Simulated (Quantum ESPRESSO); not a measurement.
A user runs Quantum ESPRESSO on Ru₄Pb₄O₁₃ (F-43m, 21 atoms in the cell) and asks whether the run is sound. The aim is a self-consistent single point with DFT, LDA (PZ), plane waves, GBRV 1.5 ultrasoft (LDA) pseudopotentials.

Cell that was meant: a = 7.2548 Å, b = 7.2548 Å, c = 7.2548 Å, α = 60.00°, β = 60.00°, γ = 60.00°.

Part of the input:

```fortran
   A = 10.2598220000
   nat = 21
   ntyp = 3
   ecutwfc = 8
   ecutrho = 64
   occupations = 'smearing'
   smearing = 'cold'
   degauss = 0.0073499
```

Output (repeated stretches shortened):

```
     G-vector sticks info
     --------------------
     sticks:   dense  smooth     PW     G-vecs:    dense   smooth      PW
   [... lines left out ...]
        k(    2) = (  -0.1428571   0.1428571  -0.1428571), wk =   0.0466472
        k(    3) = (  -0.2857143   0.2857143  -0.2857143), wk =   0.0466472
   [... 17 lines left out ...]

     Dense  grid:    15665 G-vectors     FFT dimensions: (  36,  36,  36)

     Smooth grid:     5601 G-vectors     FFT dimensions: (  25,  25,  25)

     Initial potential from superposition of free atoms

     starting charge     193.9928, renormalised to     198.0000

     negative rho (up, down):  3.977E-01 0.000E+00
     Self-consistent Calculation

     iteration #  1     ecut=     8.00 Ry     beta= 0.70

     negative rho (up, down):  2.848E-01 0.000E+00

     total energy              =   -1672.30768187 Ry
     estimated scf accuracy    <      93.20888783 Ry

     iteration #  2     ecut=     8.00 Ry     beta= 0.70

     negative rho (up, down):  2.065E-01 0.000E+00

     total energy              =   -1672.38051737 Ry
     estimated scf accuracy    <      40.62646557 Ry

     iteration #  3     ecut=     8.00 Ry     beta= 0.70

     negative rho (up, down):  2.723E-01 0.000E+00

     total energy              =   -1677.51231523 Ry
     estimated scf accuracy    <      68.32507545 Ry

   [... 10 blocks of this kind left out ...]

     iteration # 14     ecut=     8.00 Ry     beta= 0.70

     negative rho (up, down):  2.172E-01 0.000E+00

     total energy              =   -1688.65797122 Ry
     estimated scf accuracy    <          1.9E-09 Ry

     iteration # 15     ecut=     8.00 Ry     beta= 0.70

     negative rho (up, down):  2.172E-01 0.000E+00
     End of self-consistent calculation

     the Fermi energy is    15.3866 ev

!    total energy              =   -1688.65797122 Ry
     estimated scf accuracy    <          2.1E-11 Ry
     smearing contrib. (-TS)   =      -0.00034040 Ry
     internal energy E=F+TS    =   -1688.65763082 Ry

     convergence has been achieved in  15 iterations

     negative rho (up, down):  2.172E-01 0.000E+00

     Forces acting on atoms (cartesian axes, Ry/au):

     atom    1 type  1   force =     0.01766736   -0.01766736    0.01766736
     atom    2 type  1   force =    -0.01766736   -0.01766736   -0.01766736
     atom    3 type  1   force =    -0.01766736    0.01766736    0.01766736
     atom    4 type  1   force =     0.01766736    0.01766736   -0.01766736
   [... lines left out ...]
     Total force =     0.584919     Total SCF correction =     0.000031
   [... lines left out ...]

     negative rho (up, down):  2.172E-01 0.000E+00
          total   stress  (Ry/bohr**3)                   (kbar)     P=   -18513.91
  -0.12585499  -0.00000000  -0.00000000       -18513.91       -0.00       -0.00
  -0.00000000  -0.12585499   0.00000000           -0.00   -18513.91        0.00
  -0.00000000   0.00000000  -0.12585499           -0.00        0.00   -18513.91

   JOB DONE.
```

Question: Is anything amiss in this input, and did it matter?

Answer: The run is not sound. The fault is a basis or grid far too coarse for these potentials. Far below the cutoff that the potentials were made for, the basis cannot represent the orbitals near the nuclei, and energies, forces and above all the stress go wrong. To fix it, restore the cutoff that the potentials need and check convergence. The run converged in 15 iterations without an error; against the sound input the free energy rises by 107 eV/atom, the pressure goes from -7.78 to -1851 GPa and the largest force goes from 0.194 to 4.281 eV/Å. The full log also holds: “c_bands:  1 eigenvalues not converged”.

An input that runs soundly differs in these lines (not the only fix; some lines may just follow from the change or write a value another way):
```diff
-   ecutwfc = 8
-   ecutrho = 64
+   ecutwfc = 40
+   ecutrho = 320
```

With that input, the run converged in 16 iterations: free energy E − TS -25218.3724 eV; Fermi level (on the code's own zero) 11.75 eV; pressure -7.78 GPa; largest force (vector length) 0.194 eV/Å (DFT, LDA (PZ), plane waves, GBRV 1.5 ultrasoft (LDA) pseudopotentials).

On the sound input: the starting cell comes from a database of computed structures (which also holds hypothetical and non-ambient phases and stackings), without a prior relaxation at this level. Its lattice was rescaled by a random factor within 2.5 % of one. Spin-orbit coupling is off. Spin polarisation is off. With a pressure of about -8 GPa the cell is away from its equilibrium volume at this level.
